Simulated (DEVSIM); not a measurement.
Device: isotype n-n heterojunction Al0.4Ga0.6N/GaN, at 400 K.

Layer 1 from the left is Al0.4Ga0.6N, thickness (μm) 0.440, Nd (cm⁻³) 1.1e17, τn (s) 1.4e-9, τp (s) 1.4e-9. Layer 2 from the left is GaN, thickness (μm) 0.100, Nd (cm⁻³) 1.5e15, τn (s) 1.4e-9, τp (s) 1.4e-9.

Left contact: ohmic. Right contact: ohmic. Voltage is applied to the left contact. Recombination: SRH at mid-gap, radiative, Auger. Mobility is μmin + (μ − μmin)/(1 + (N/Nref)^α).

Constants are typed, rounded textbook-type inputs, not results; the design itself was drawn at random and stands for no fabricated device. Values at 300 K; Nc and Nv go as T^1.5, mobilities as T to minus their exponent, the gap by Varshni's rule with the affinity fixed.

Al0.4Ga0.6N: gap (eV) 4.258, affinity (eV) 3.52, permittivity 9.26, Nc (cm⁻³) 2.3e18, Nv (cm⁻³) 4.6e19, μn (cm²/Vs) 336, μp (cm²/Vs) 30, μn,min 55, μp,min 3, Nref,n 2e17, Nref,p 3e17, αn 1, αp 2, T exponent of μn 1.5, T exponent of μp 2, B (cm³/s) 1e-11, Cn (cm⁶/s) 1e-30, Cp (cm⁶/s) 1e-30, Varshni α (eV/K) 0.00091, Varshni β (K) 830. GaN: gap (eV) 3.43, affinity (eV) 4.1, permittivity 9.5, Nc (cm⁻³) 2.3e18, Nv (cm⁻³) 4.6e19, μn (cm²/Vs) 1200, μp (cm²/Vs) 100, μn,min 55, μp,min 3, Nref,n 2e17, Nref,p 3e17, αn 1, αp 2, T exponent of μn 1.5, T exponent of μp 2, B (cm³/s) 1e-11, Cn (cm⁶/s) 1e-30, Cp (cm⁶/s) 1e-30, Varshni α (eV/K) 0.00091, Varshni β (K) 830.

Model (solved in DEVSIM): 1D drift-diffusion, Boltzmann statistics, complete ionisation; no tunnelling, impact ionisation, image-force lowering or self-heating. Band offsets follow the typed affinities; no thermionic-emission limit at abrupt steps, no polarisation charge.

Question: What does the simulation give for the dark forward voltage at 1 A/cm², the potential step across the device at zero bias?

Answer: dark forward voltage at 1 A/cm² 0.696 V; potential step across the device at zero bias 0.728 V.
